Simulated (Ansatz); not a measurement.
Start from Cu₃Au in the Cu3Au type structure (space group Pm-3m, No. 221).

```cif
data_AuCu3
_chemical_formula_sum 'Cu3 Au1'
_space_group_name_H-M_alt 'Pm-3m'
_space_group_IT_number 221
_space_group_name_Hall '-P 4 2 3'
_cell_length_a 3.71349
_cell_length_b 3.71349
_cell_length_c 3.71349
_cell_angle_alpha 90.000
_cell_angle_beta 90.000
_cell_angle_gamma 90.000
loop_
_atom_site_label
_atom_site_type_symbol
_atom_site_symmetry_multiplicity
_atom_site_Wyckoff_symbol
_atom_site_fract_x
_atom_site_fract_y
_atom_site_fract_z
_atom_site_occupancy
Cu1 Cu 3 c 0.00000 0.50000 0.50000 1
Au1 Au 1 a 0.00000 0.00000 0.00000 1
```

All numbers come from PBEsol (Ansatz, an electronic-structure program), scalar-relativistic without spin-orbit coupling.

One change was made to it. Results:

```tsv
quantity	base	after
density	12.57 g/cm³	14.27 g/cm³
band gap	zero	zero
```

Q: Name the change that was made.
(A) pressure 30 GPa
(B) pressure −2 GPa
(C) pressure 100 GPa
(D) pressure 3 GPa

A: A, pressure 30 GPa. For comparison, the density in the other runs: pressure 3 GPa gives 12.78 g/cm³; pressure −2 GPa gives 12.42 g/cm³; pressure 100 GPa gives 16.69 g/cm³.

Load acts through the strain it causes; cell and atoms are relaxed under it. Whether these cells are dynamically stable was not tested. No other phases were tried under pressure. The final runs are not spin-polarised.
